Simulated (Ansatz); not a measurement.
Base system: MgO in the rock salt structure (space group Fm-3m, No. 225).

```
MgO
1.0
    0.00000     2.10221     2.10221
    2.10221     0.00000     2.10221
    2.10221     2.10221     0.00000
Mg O
1 1
Direct
  0.00000   0.00000   0.00000
  0.50000   0.50000   0.50000
```

Cartesian axes are those of the cell as printed.

Level of theory: r2SCAN (Ansatz, a quantum-chemistry and plane-wave program; PAW; 500 eV plane waves; without spin-orbit coupling).

Base values:

| Property | Value |
|---|---|
| Valence-band top at Γ | 0.00, 0.00, 0.00 eV |
| Band gap | 5.68 eV |

The change: biaxial strain +1.25 %, plane normal [111], relaxed out of plane (Cartesian); in-plane vectors clamped, the third vector and the atoms free.

Question: How does this affect the valence-band top at Γ?

Answer: The valence-band top at Γ (three highest levels, from the VBM) becomes 0.00, -0.12, -0.12 eV (base: 0.00, 0.00, 0.00 eV).

Question: How does this affect the ratio −ε⊥/ε∥?

Answer: The ratio −ε⊥/ε∥ comes out as 0.33.

Question: What happens to the in-plane stress?

Answer: The mean in-plane stress (compression positive) is -5.0 GPa.

Question: What does the calculation give for the energy relative to the base after the change?

Answer: The energy rises by 3.7 meV/atom.

Question: How does this affect the band gap?

Answer: The band gap shrinks by 0.29 eV (5.68 eV → 5.39 eV).

Stability against distortions was not tested.
